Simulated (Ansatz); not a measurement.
Functionals compared on the (10-12) surface of hcp Ti in its 1x1 cell, outermost plane spacing 0.57 Å in the ideal cut (one of several cuts of this face), in Ansatz (plane waves, PAW). The structure was relaxed with PBE; the other rows are single points on it, each with its references at the same level. Cutoff 420 eV (500 eV for r2SCAN).

Slab: 14 atoms, 10.9 Å thick at the start; k 13x6x1, smearing 0.1 eV, dipole-corrected; all atoms relaxed; symmetry of the start imposed; no spin, no spin-orbit, no U. These notes are the PBE run's.

```csv
functional,surface energy (J/m²),work function of the top face (eV),rough cost of the single point
PBE,1.98,3.54,–
LDA,2.23,3.77,about 3 core-minutes (a rough figure)
PBEsol,2.16,3.61,about 4 core-minutes (a rough figure)
RPBE,1.84,3.41,very roughly 3 core-minutes
r2SCAN,2.17,3.54,about 7 core-minutes (a rough figure)
```

Ansatz is a first-principles code.
